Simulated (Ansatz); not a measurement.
The starting structures come from a database of crystals and need not be the phases stable at ambient conditions.

Given:

```xyz
10
Lattice="5.8344 0.0000 0.0000 0.0000 6.9879 0.0000 2.1757 0.0000 7.6495" Properties=species:S:1:pos:R:3 pbc="T T T"
Rb     5.4709     5.2409     5.4046
Rb     2.5392     1.7470     2.2448
Ge     5.6931     5.2409     0.9179
Ge     2.3170     1.7470     6.7315
Cl     2.1896     5.2409     0.9898
Cl     5.8205     1.7470     6.6596
Cl     2.5613     3.4587     5.1848
Cl     5.4488     3.5292     2.4647
Cl     5.4488     6.9526     2.4647
Cl     2.5613     0.0353     5.1848
```

Space group of this cell: P2_1/m. The cell is taken as given.

Transport runs along the normal of the first two printed cell vectors.

The gap is the functional's own, uncorrected, and κ follows it; spin-orbit coupling is left out. Mid-gap values are interpolated between the computed energies.

Question: Compute, with r2SCAN (Ansatz, an electronic-structure program), the band gap and the smallest decay constant κ at mid-gap.

Answer: Gap 4.09 eV on a 6×6×4 mesh; κ = 0.480 1/Å, at the zone centre.
